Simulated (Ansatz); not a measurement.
The gap is the functional's own, uncorrected, and κ follows it; spin-orbit coupling is left out. Mid-gap values are interpolated between the computed energies.

A. C (Fd-3m, diamond, 2 atoms a cell, 5.6 Å³ an atom), along the normal of (111)
B. GaN (F-43m, zinc blende, 2 atoms a cell, 11.4 Å³ an atom), along the normal of (001)
C. WS2 (P6_3/mmc, 6 atoms a cell, 17.4 Å³ an atom, 2 GPa at this level), along the normal of (100)

Task: Order them by mid-gap decay constant of the slowest evanescent state (lowest first) at the level r2SCAN in Ansatz (a program for electronic structure).

Result: B (0.15 1/Å), C (0.20 1/Å), A (0.25 1/Å)
